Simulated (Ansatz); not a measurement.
Consider Cu in the fcc (Cu type) structure (space group Fm-3m, No. 225; relaxed with 0.1 eV smearing).

```yaml
crystal:
  lattice:
    - [0.00000, 1.78838, 1.78838]
    - [1.78838, 0.00000, 1.78838]
    - [1.78838, 1.78838, 0.00000]
  atoms:
    - { symbol: Cu, position: [0.00000, 0.00000, 0.00000] }
```

Computed with r2SCAN (Ansatz, an electronic-structure program; PAW; 500 eV plane waves; no spin-orbit coupling).

Strains are applied to the cell and any free atomic positions relax.

One change was made to it. Results:

```csv
quantity,base,after
energy relative to the base (free energy F),0 meV/atom,+30 meV/atom
pressure,0.0 GPa,-10.0 GPa
```

**Question.** Which change produced these results?
(A) isotropic strain +2.00 %
(B) isotropic strain +0.50 %
(C) isotropic strain +2.50 %
(D) isotropic strain +3.00 %
(E) isotropic strain +1.00 %

**Answer.** C, isotropic strain +2.50 %. For comparison, the energy relative to the base in the other runs: isotropic strain +1.00 % gives +5.0 meV/atom; isotropic strain +0.50 % gives +1.3 meV/atom; isotropic strain +3.00 % gives +42 meV/atom; isotropic strain +2.00 % gives +19 meV/atom.

Whether these cells are dynamically stable was not tested. All final runs are without spin polarisation.
